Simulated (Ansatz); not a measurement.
Base system: Ru in the hcp (Mg type) structure (space group P6_3/mmc, No. 194; a = 2.722 Å, c = 4.294 Å; relaxed with 0.1 eV smearing). Axes: x lies along a and z along c of the hexagonal cell.

Calculations: PBE in Ansatz (plane waves to 420 eV, PAW, spin-orbit coupling left out).

Strains are applied to the cell and any free atomic positions relax; under biaxial strain the out-of-plane vector relaxes too.

One change was made to it. Results:

The band gap stays zero; the pressure (mean of the normal stresses, compression positive) goes from zero to -2.1 GPa; the volume per atom goes up by 0.10 Å³ (13.78 Å³ → 13.88 Å³).

Task: Name the change that was made.
(A) biaxial strain −1.00 %, plane normal [001], relaxed out of plane
(B) biaxial strain +1.00 %, plane normal [001], relaxed out of plane
(C) biaxial strain +2.00 %, plane normal [001], relaxed out of plane
(D) biaxial strain +0.50 %, plane normal [001], relaxed out of plane

Result: D, biaxial strain +0.50 %, plane normal [001], relaxed out of plane. For comparison, the pressure in the other runs: biaxial strain +1.00 %, plane normal [001], relaxed out of plane gives -4.1 GPa; biaxial strain +2.00 %, plane normal [001], relaxed out of plane gives -7.7 GPa; biaxial strain −1.00 %, plane normal [001], relaxed out of plane gives 4.6 GPa.

No phonon test of stability was made. The final runs are not spin-polarised.

Ansatz is a quantum-chemistry and plane-wave program.
